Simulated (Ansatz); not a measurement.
Start from BP in the zinc blende structure (space group F-43m, No. 216; a = 4.5364 Å). Axes: x, y, z lie along the cube axes.

Calculations: r2SCAN, PAW, 500 eV (Ansatz, an electronic-structure program; no spin-orbit coupling), earlier PAW set.

Strains are applied to the cell and any free atomic positions relax; under biaxial strain the out-of-plane vector relaxes too.

One change was made to it. Results:

| quantity | base | after |
|---|---|---|
| smallest direct gap | 3.60 eV | 3.32 eV |
| volume per atom | 11.67 Å³ | 11.97 Å³ |
| band gap | 1.41 eV | 1.09 eV |

Q: Name the change that was made.
A) uniaxial strain ε_yy = −1.46 %
B) biaxial strain +1.63 %, plane normal [001], relaxed out of plane
C) isotropic strain +0.54 %
D) isotropic strain +0.93 %
E) tensor shear ε_xy = +2.85 %

A: B, biaxial strain +1.63 %, plane normal [001], relaxed out of plane. For comparison, the band gap in the other runs: isotropic strain +0.93 % gives 1.45 eV; uniaxial strain ε_yy = −1.46 % gives 1.16 eV; isotropic strain +0.54 % gives 1.43 eV; tensor shear ε_xy = +2.85 % gives 0.79 eV.

No phonon test of stability was made.
